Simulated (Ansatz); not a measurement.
LiBr (model structure, F-43m, No. 216, 2 atoms in the cell), treated with G0W0@PBEsol in Ansatz (plane waves, hard PAW, contour deformation, complete-basis limit).

Numerical settings: largest k mesh 8×8×8 (not extrapolated in the mesh).

Cell (relaxed with PBEsol):

```cif
data_BrLi
_chemical_formula_sum 'Li1 Br1'
_space_group_name_H-M_alt 'P 1'
_space_group_IT_number 1
_cell_length_a 4.10572
_cell_length_b 4.10572
_cell_length_c 4.10572
_cell_angle_alpha 60.000
_cell_angle_beta 60.000
_cell_angle_gamma 60.000
loop_
_space_group_symop_operation_xyz
  'x, y, z'
loop_
_atom_site_label
_atom_site_type_symbol
_atom_site_fract_x
_atom_site_fract_y
_atom_site_fract_z
_atom_site_occupancy
Li1 Li 0.00000 0.00000 0.00000 1
Br1 Br 0.25000 0.25000 0.25000 1
```

**Question.** Give the computed band gap.

**Answer.** 
* **band gap**: 7.56 eV (direct)

Note: the relaxation could raise the start's symmetry but not lower it, so the cell can be a saddle point; the gap holds a correction of +0.25 eV to the complete basis.

Spin–orbit coupling is not included.

Static lattice: no zero-point or thermal effects.

A model structure was made by putting elements into a prototype or built by hand; it is no filed structure, need not be a known phase, and can be a saddle point held by its symmetry.

Ansatz is a program for electronic structure.
